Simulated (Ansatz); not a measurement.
The reference is Ag in the fcc (Cu type) structure (space group Fm-3m, No. 225; a = 4.001 Å; relaxed with 0.1 eV smearing).

Computed with Kohn–Sham DFT with the LDA functional, run in Ansatz (a first-principles code) with PAW and 420 eV plane waves, without spin-orbit coupling.

Strains are applied to the cell and any free atomic positions relax.

One change was made to it. Results:

```tsv
quantity	base	after
energy relative to the base (free energy F)	0 meV/atom	+65 meV/atom
pressure	0.0 GPa	16.4 GPa
```

Question: Which of these changes matches the shifts?
(A) isotropic strain +2.50 %
(B) isotropic strain +3.00 %
(C) isotropic strain −3.00 %
(D) isotropic strain −2.00 %

Answer: C, isotropic strain −3.00 %. For comparison, the energy relative to the base in the other runs: isotropic strain +2.50 % gives +35 meV/atom; isotropic strain +3.00 % gives +49 meV/atom; isotropic strain −2.00 % gives +27 meV/atom.

Whether these cells are dynamically stable was not tested.
